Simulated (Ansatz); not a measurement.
Si well of 8 atomic layers along [001] in random Si0.5Ge0.5, interfaces graded over 8 layers

Prepared with Tersoff's 1989 multicomponent potential (SiCGe.tersoff) (LAMMPS): minimisation. Geometry as solved with PBE, support functions at accuracy medium on the grid of 370 eV (Ansatz, an electronic-structure program).

```xyz
576
Lattice="16.85 0.00 0.00 0.00 16.85 0.00 0.00 0.00 44.40" Properties=species:S:1:pos:R:3 pbc="T T T"
Si     0.03    -0.02     0.01
Ge     1.40     1.43     1.42
Si     2.81     2.81    -0.03
Si     4.19     4.17     1.37
Si     2.84     0.03     2.81
Si     4.21     1.38     4.21
Si    -0.03     2.85     2.82
Si     1.35     4.22     4.21
Ge     0.01     0.04     5.59
Ge     1.40     1.46     7.06
Ge     2.81     2.83     5.57
Ge     4.21     4.23     7.08
Ge     2.87     0.05     8.46
Si     4.29     1.44     9.86
Si     0.01     2.85     8.47
Si     1.40     4.25     9.81
Ge     0.00     0.06    11.24
Si     1.39     1.47    12.63
Ge     2.83     2.85    11.22
Si     4.21     4.28    12.61
Ge     2.79     0.06    14.01
Si     4.20     1.43    15.43
Si     0.04     2.83    14.02
Si     1.45     4.19    15.37
Si     0.01    -0.01    16.81
Si     1.42     1.40    18.13
Si     2.81     2.82    16.77
Si     4.20     4.23    18.13
Si     2.80    -0.01    19.49
Si     4.19     1.40    20.85
Si     0.01     2.80    19.48
Si     1.40     4.21    20.82
Si     0.00    -0.01    22.19
Si     1.40     1.39    23.52
Si     2.77     2.79    22.18
Ge     4.22     4.21    23.56
Ge     2.81    -0.02    24.94
Si     4.25     1.41    26.31
Ge     0.00     2.82    24.92
Si     1.45     4.22    26.28
Si     0.00    -0.01    27.69
Si     1.44     1.38    29.01
Si     2.80     2.78    27.62
Ge     4.21     4.19    29.01
Si     2.81     0.04    30.43
Si     4.21     1.36    31.82
Ge     0.00     2.77    30.40
Ge     1.38     4.25    31.83
Si     0.00    -0.02    33.30
Si     1.40     1.37    34.64
Ge     2.80     2.77    33.23
Ge     4.22     4.22    34.65
Si     2.84     0.02    35.97
Si     4.25     1.36    37.37
Si     0.01     2.75    35.99
Ge     1.36     4.22    37.37
Si    -0.02     0.02    38.73
Ge     1.38     1.38    40.21
Ge     2.83     2.78    38.75
Ge     4.20     4.24    40.20
Si     2.82    -0.01    41.62
Si     4.16     1.39    43.02
Si     0.03     2.85    41.61
Si     1.42     4.19    43.00
Si     0.01     5.54    -0.02
Ge     1.38     7.01     1.34
Si     2.78     8.42    -0.04
Ge     4.22     9.81     1.36
Ge     2.79     5.57     2.79
Ge     4.20     7.05     4.21
Ge    -0.02     8.42     2.84
Si     1.43     9.79     4.23
Si     0.03     5.64     5.61
Si     1.42     7.03     7.01
Si     2.79     8.43     5.64
Si     4.21     9.77     7.00
Si     2.77     5.65     8.44
Si     4.19     7.02     9.80
Si     0.07     8.40     8.43
Si     1.41     9.78     9.85
Si     0.05     5.61    11.22
Ge     1.44     7.04    12.62
Si     2.85     8.44    11.20
Si     4.17     9.83    12.62
Si     2.83     5.61    14.03
Si     4.19     7.02    15.40
Si     0.00     8.44    14.02
Si     1.40     9.81    15.40
Ge     0.02     5.62    16.75
Si     1.43     7.05    18.15
Si     2.81     8.43    16.77
Si     4.20     9.82    18.13
Si     2.81     5.63    19.49
Si     4.21     7.03    20.84
Si     0.02     8.43    19.49
Si     1.40     9.82    20.86
Si     0.01     5.62    22.18
Si     1.42     6.99    23.53
Si     2.82     8.42    22.20
Si     4.22     9.83    23.54
Si     2.80     5.64    24.94
Si     4.20     7.04    26.27
Ge    -0.03     8.41    24.88
Ge     1.46     9.83    26.28
Ge     0.03     5.66    27.65
Si     1.41     7.10    29.05
Si     2.85     8.42    27.68
Si     4.24     9.81    29.03
Ge     2.81     5.67    30.41
Ge     4.26     7.08    31.84
Si     0.01     8.42    30.47
Si     1.39     9.81    31.85
Si     0.00     5.68    33.22
Si     1.44     7.03    34.58
Si     2.79     8.46    33.23
Si     4.18     9.84    34.58
Si     2.78     5.66    36.00
Si     4.15     7.03    37.41
Ge     0.04     8.44    35.99
Si     1.42     9.84    37.43
Si    -0.01     5.60    38.84
Ge     1.41     7.02    40.20
Si     2.80     8.45    38.79
Si     4.15     9.82    40.20
Si     2.77     5.59    41.62
Ge     4.18     6.98    43.01
Si     0.04     8.43    41.61
Si     1.43     9.80    42.98
Ge     0.04    11.18     0.01
Si     1.41    12.62     1.40
Ge     2.79    14.01    -0.03
Ge     4.22    15.47     1.39
Ge     2.80    11.22     2.83
Si     4.22    12.58     4.25
Ge    -0.02    14.02     2.76
Ge     1.45    15.45     4.18
Ge     0.03    11.25     5.57
Si     1.42    12.61     7.01
Ge     2.84    14.00     5.63
Ge     4.27    15.44     7.04
Ge     2.81    11.20     8.42
Si     4.23    12.62     9.82
Ge     0.02    14.01     8.39
Ge     1.42    15.45     9.83
Si     0.04    11.16    11.26
Si     1.39    12.56    12.65
Ge     2.80    13.97    11.24
Ge     4.24    15.48    12.58
Si     2.78    11.19    14.03
Si     4.16    12.58    15.41
Si     0.00    13.95    14.00
Ge     1.38    15.39    15.40
Si     0.02    11.23    16.76
Si     1.40    12.62    18.14
Si     2.81    13.99    16.78
Si     4.18    15.42    18.13
Si     2.79    11.21    19.49
Si     4.20    12.62    20.84
Si     0.00    14.03    19.48
Si     1.40    15.44    20.83
Si     0.01    11.25    22.21
Si     1.42    12.64    23.56
Si     2.80    14.03    22.18
Si     4.22    15.40    23.54
Si     2.85    11.26    24.88
Si     4.21    12.64    26.28
Si     0.01    14.02    24.92
Si     1.37    15.41    26.32
Ge    -0.01    11.27    27.66
Si     1.44    12.66    29.02
Si     2.80    14.03    27.64
Ge     4.21    15.44    29.05
Ge     2.81    11.22    30.43
Si     4.23    12.65    31.81
Ge     0.00    14.05    30.39
Ge     1.40    15.49    31.84
Si     0.03    11.20    33.22
Si     1.35    12.63    34.60
Ge     2.82    14.02    33.23
Si     4.20    15.48    34.60
Ge     2.80    11.26    36.01
Si     4.23    12.66    37.38
Si    -0.02    14.03    35.98
Ge     1.40    15.46    37.35
Si     0.02    11.24    38.75
Ge     1.43    12.59    40.21
Ge     2.85    14.06    38.79
Si     4.21    15.50    40.20
Si     2.82    11.18    41.62
Si     4.21    12.58    42.97
Ge     0.02    14.08    41.60
Si     1.42    15.48    43.00
Si     5.60     0.06    -0.01
Si     7.00     1.40     1.36
Ge     8.45     2.79     0.02
Si     9.87     4.21     1.39
Ge     8.41     0.01     2.75
Ge     9.82     1.46     4.19
Ge     5.61     2.79     2.80
Si     7.03     4.18     4.22
Si     5.59     0.03     5.61
Ge     7.00     1.41     7.02
Si     8.39     2.81     5.60
Ge     9.77     4.20     7.03
Si     8.41    -0.03     8.40
Ge     9.79     1.44     9.78
Si     5.63     2.82     8.48
Si     6.99     4.24     9.83
Si     5.68     0.03    11.18
Si     7.03     1.44    12.56
Si     8.39     2.86    11.21
Si     9.82     4.22    12.56
Ge     8.42     0.05    13.99
Si     9.84     1.44    15.37
Ge     5.61     2.83    13.99
Si     6.99     4.24    15.40
Si     5.53     0.00    16.79
Ge     6.96     1.40    18.17
Ge     8.42     2.84    16.77
Si     9.85     4.25    18.15
Si     8.42     0.03    19.53
Si     9.83     1.43    20.85
Si     5.57     2.85    19.53
Si     7.03     4.22    20.85
Si     5.58     0.02    22.23
Si     7.01     1.41    23.56
Si     8.41     2.81    22.21
Si     9.81     4.22    23.56
Si     8.43     0.05    24.91
Si     9.82     1.41    26.30
Si     5.65     2.79    24.95
Si     7.06     4.18    26.27
Si     5.63     0.03    27.68
Si     7.07     1.37    29.02
Si     8.43     2.80    27.66
Si     9.79     4.17    29.06
Si     8.46     0.00    30.41
Si     9.82     1.39    31.83
Ge     5.64     2.75    30.43
Ge     7.06     4.23    31.83
Si     5.57    -0.02    33.20
Ge     7.00     1.38    34.59
Si     8.44     2.77    33.19
Ge     9.82     4.17    34.62
Si     8.40    -0.06    35.98
Ge     9.83     1.35    37.36
Si     5.61     2.78    36.03
Ge     6.98     4.23    37.41
Si     5.62     0.00    38.79
Si     7.00     1.36    40.19
Ge     8.42     2.79    38.84
Si     9.83     4.18    40.24
Si     8.41     0.05    41.57
Si     9.80     1.42    42.94
Ge     5.60     2.75    41.60
Ge     6.99     4.23    43.04
Si     5.55     5.59     0.03
Ge     6.97     7.00     1.41
Ge     8.43     8.45    -0.01
Si     9.82     9.84     1.45
Ge     8.43     5.56     2.80
Ge     9.80     7.07     4.22
Si     5.60     8.43     2.80
Ge     7.00     9.83     4.24
Ge     5.67     5.62     5.63
Si     7.03     7.02     7.06
Si     8.37     8.40     5.66
Ge     9.81     9.78     7.03
Si     8.36     5.61     8.44
Ge     9.83     6.97     9.82
Si     5.57     8.37     8.38
Ge     6.93     9.81     9.81
Si     5.56     5.62    11.17
Ge     6.94     7.02    12.61
Ge     8.42     8.43    11.23
Si     9.85     9.84    12.59
Ge     8.43     5.61    14.01
Si     9.83     7.02    15.42
Si     5.52     8.42    14.00
Ge     6.97     9.78    15.41
Si     5.60     5.63    16.76
Si     7.01     7.00    18.13
Si     8.42     8.38    16.79
Si     9.80     9.79    18.15
Si     8.42     5.62    19.49
Si     9.80     7.02    20.87
Si     5.61     8.42    19.48
Si     7.01     9.81    20.84
Si     5.64     5.65    22.18
Si     7.01     7.03    23.56
Si     8.42     8.43    22.23
Si     9.83     9.84    23.57
Si     8.40     5.61    24.90
Ge     9.81     7.04    26.30
Si     5.59     8.42    24.90
Ge     7.01     9.83    26.30
Ge     5.66     5.64    27.62
Si     7.05     7.05    29.07
Si     8.43     8.45    27.73
Si     9.85     9.84    29.06
Si     8.45     5.63    30.39
Si     9.83     7.03    31.73
Si     5.66     8.46    30.40
Si     7.03     9.85    31.75
Si     5.62     5.60    33.22
Ge     7.03     6.98    34.60
Ge     8.42     8.42    33.13
Ge     9.84     9.86    34.55
Si     8.43     5.60    36.02
Si     9.78     7.00    37.38
Ge     5.55     8.42    35.99
Ge     7.03     9.83    37.40
Si     5.56     5.66    38.77
Ge     7.03     7.04    40.13
Si     8.45     8.41    38.74
Ge     9.85     9.81    40.17
Ge     8.44     5.63    41.61
Si     9.86     7.03    43.01
Ge     5.60     8.45    41.59
Si     6.99     9.85    43.00
Si     5.61    11.22    -0.05
Ge     7.03    12.57     1.39
Ge     8.45    14.05    -0.01
Si     9.84    15.45     1.39
Si     8.44    11.21     2.83
Si     9.80    12.63     4.17
Ge     5.60    13.99     2.84
Ge     7.00    15.48     4.23
Si     5.56    11.20     5.64
Ge     6.97    12.63     7.04
Ge     8.45    14.04     5.63
Si     9.83    15.44     7.07
Ge     8.43    11.25     8.46
Si     9.84    12.67     9.86
Si     5.63    14.04     8.49
Si     7.04    15.45     9.81
Si     5.53    11.20    11.21
Ge     6.99    12.61    12.54
Si     8.41    14.04    11.17
Ge     9.83    15.38    12.61
Ge     8.43    11.20    13.98
Ge     9.83    12.67    15.40
Ge     5.58    14.00    14.02
Ge     6.99    15.46    15.44
Si     5.58    11.23    16.79
Si     6.99    12.61    18.14
Si     8.38    14.02    16.81
Ge     9.80    15.44    18.15
Si     8.40    11.21    19.49
Si     9.81    12.58    20.87
Si     5.58    14.01    19.46
Ge     7.00    15.43    20.86
Si     5.62    11.22    22.19
Si     7.01    12.60    23.57
Si     8.41    13.97    22.21
Ge     9.83    15.43    23.56
Si     8.44    11.25    24.92
Si     9.84    12.63    26.30
Si     5.61    14.01    24.90
Ge     7.02    15.44    26.28
Si     5.57    11.24    27.66
Ge     7.03    12.62    29.05
Si     8.46    14.04    27.66
Si     9.82    15.43    29.04
Si     8.46    11.22    30.44
Si     9.83    12.63    31.81
Si     5.61    14.02    30.45
Ge     7.04    15.44    31.82
Ge     5.64    11.24    33.19
Si     7.04    12.69    34.57
Si     8.47    14.02    33.21
Si     9.81    15.43    34.61
Ge     8.44    11.31    35.98
Si     9.87    12.67    37.40
Ge     5.62    14.08    35.98
Si     7.01    15.48    37.40
Ge     5.58    11.25    38.83
Si     7.00    12.65    40.20
Ge     8.40    14.04    38.78
Ge     9.83    15.48    40.19
Ge     8.40    11.24    41.60
Si     9.83    12.63    42.99
Ge     5.58    14.05    41.58
Ge     7.01    15.51    42.99
Ge    11.19     0.02    -0.03
Ge    12.63     1.46     1.39
Si    14.07     2.85     0.03
Si    15.46     4.22     1.40
Ge    14.07     0.00     2.80
Si    15.46     1.44     4.18
Si    11.23     2.86     2.78
Ge    12.66     4.22     4.17
Ge    11.24     0.00     5.65
Si    12.61     1.44     7.05
Ge    14.05     2.78     5.62
Ge    15.47     4.24     7.05
Ge    14.02     0.03     8.44
Si    15.47     1.45     9.79
Si    11.24     2.83     8.41
Si    12.61     4.22     9.80
Ge    11.23    -0.02    11.19
Ge    12.67     1.37    12.63
Ge    14.06     2.83    11.18
Ge    15.48     4.25    12.64
Si    14.05    -0.02    14.06
Ge    15.46     1.43    15.42
Ge    11.24     2.86    14.00
Si    12.66     4.26    15.42
Ge    11.27     0.02    16.73
Si    12.66     1.43    18.15
Si    14.02     2.85    16.79
Si    15.44     4.20    18.15
Si    14.06     0.01    19.49
Si    15.46     1.41    20.84
Si    11.24     2.82    19.49
Si    12.64     4.22    20.84
Si    11.24     0.01    22.16
Ge    12.62     1.44    23.55
Si    14.07     2.84    22.17
Si    15.43     4.25    23.53
Ge    14.06    -0.03    24.96
Si    15.46     1.40    26.35
Si    11.19     2.84    24.94
Si    12.65     4.18    26.26
Si    11.18    -0.03    27.64
Ge    12.60     1.39    29.02
Si    14.02     2.80    27.62
Ge    15.39     4.23    29.03
Si    14.02    -0.03    30.40
Ge    15.44     1.31    31.83
Si    11.16     2.78    30.42
Ge    12.61     4.21    31.75
Si    11.18     0.00    33.24
Si    12.61     1.34    34.62
Ge    14.00     2.77    33.21
Ge    15.49     4.19    34.59
Si    14.03    -0.01    36.01
Si    15.45     1.38    37.35
Si    11.25     2.74    35.97
Ge    12.61     4.17    37.38
Si    11.27    -0.04    38.75
Ge    12.59     1.40    40.18
Ge    14.11     2.80    38.80
Si    15.48     4.22    40.23
Ge    14.05     0.00    41.60
Ge    15.49     1.44    43.03
Si    11.20     2.80    41.60
Ge    12.64     4.21    43.00
Si    11.21     5.61    -0.01
Ge    12.61     6.99     1.43
Ge    14.06     8.43     0.02
Si    15.44     9.84     1.43
Si    14.10     5.61     2.79
Si    15.47     6.95     4.21
Si    11.20     8.44     2.79
Ge    12.66     9.83     4.15
Ge    11.22     5.63     5.63
Ge    12.65     7.02     7.08
Ge    14.07     8.37     5.58
Ge    15.49     9.79     7.02
Si    14.03     5.59     8.46
Ge    15.48     7.00     9.82
Si    11.21     8.41     8.44
Ge    12.57     9.82     9.87
Si    11.25     5.58    11.22
Si    12.63     6.94    12.62
Ge    14.05     8.41    11.29
Si    15.47     9.84    12.66
Si    14.04     5.64    14.03
Si    15.46     7.03    15.34
Ge    11.24     8.41    13.99
Si    12.68     9.84    15.34
Si    11.22     5.61    16.75
Ge    12.62     7.02    18.15
Ge    14.09     8.46    16.74
Si    15.50     9.86    18.15
Si    14.07     5.61    19.52
Si    15.46     7.03    20.84
Si    11.20     8.44    19.53
Si    12.64     9.84    20.83
Si    11.20     5.60    22.18
Ge    12.63     7.04    23.56
Si    14.06     8.45    22.16
Si    15.42     9.87    23.52
Si    14.04     5.59    24.92
Si    15.39     7.02    26.28
Si    11.22     8.48    24.94
Si    12.63     9.85    26.30
Ge    11.27     5.58    27.72
Si    12.65     7.06    29.08
Si    14.00     8.40    27.64
Ge    15.41     9.81    29.07
Si    14.05     5.68    30.44
Si    15.46     7.04    31.83
Si    11.25     8.44    30.42
Si    12.63     9.83    31.81
Ge    11.19     5.64    33.16
Ge    12.68     7.06    34.55
Si    14.08     8.48    33.16
Si    15.47     9.83    34.55
Ge    14.05     5.61    35.99
Ge    15.45     7.02    37.45
Ge    11.22     8.41    36.01
Ge    12.65     9.83    37.45
Ge    11.17     5.60    38.80
Ge    12.65     7.01    40.22
Si    14.05     8.43    38.84
Ge    15.49     9.82    40.18
Si    14.07     5.58    41.58
Ge    15.49     6.98    42.98
Si    11.22     8.39    41.62
Ge    12.61     9.82    42.99
Ge    11.22    11.27     0.05
Si    12.68    12.66     1.43
Si    14.05    14.04     0.07
Si    15.46    15.45     1.36
Si    14.07    11.25     2.76
Si    15.43    12.61     4.16
Ge    11.23    14.05     2.81
Si    12.63    15.46     4.20
Ge    11.19    11.23     5.58
Ge    12.59    12.66     7.03
Ge    14.02    14.02     5.55
Ge    15.43    15.44     6.98
Ge    14.03    11.20     8.43
Ge    15.48    12.58     9.87
Si    11.20    14.06     8.46
Si    12.62    15.42     9.79
Si    11.19    11.28    11.26
Si    12.62    12.60    12.65
Ge    13.99    14.02    11.23
Ge    15.44    15.43    12.66
Si    14.06    11.24    14.00
Si    15.45    12.61    15.39
Si    11.29    14.03    14.01
Si    12.68    15.41    15.37
Ge    11.27    11.19    16.78
Si    12.72    12.62    18.13
Si    14.07    14.03    16.75
Si    15.45    15.44    18.14
Si    14.08    11.23    19.50
Si    15.45    12.64    20.85
Ge    11.28    14.00    19.53
Si    12.68    15.47    20.87
Si    11.24    11.22    22.21
Si    12.63    12.63    23.56
Si    14.06    14.04    22.22
Si    15.48    15.41    23.55
Si    14.02    11.23    24.91
Si    15.42    12.64    26.24
Si    11.24    14.00    24.94
Si    12.57    15.42    26.30
Si    11.22    11.23    27.68
Si    12.59    12.61    29.07
Ge    14.01    14.03    27.67
Si    15.42    15.47    29.03
Si    13.96    11.22    30.43
Ge    15.44    12.58    31.81
Si    11.18    14.01    30.40
Ge    12.57    15.45    31.79
Si    11.25    11.25    33.15
Ge    12.59    12.65    34.62
Ge    14.05    14.08    33.23
Si    15.45    15.46    34.66
Ge    14.09    11.23    35.99
Si    15.48    12.65    37.40
Si    11.21    14.08    36.02
Si    12.65    15.43    37.37
Si    11.23    11.28    38.79
Si    12.64    12.65    40.11
Si    14.02    14.01    38.72
Ge    15.43    15.44    40.10
Ge    14.02    11.27    41.55
Ge    15.43    12.66    43.04
Ge    11.25    14.00    41.58
Ge    12.66    15.40    43.03
```
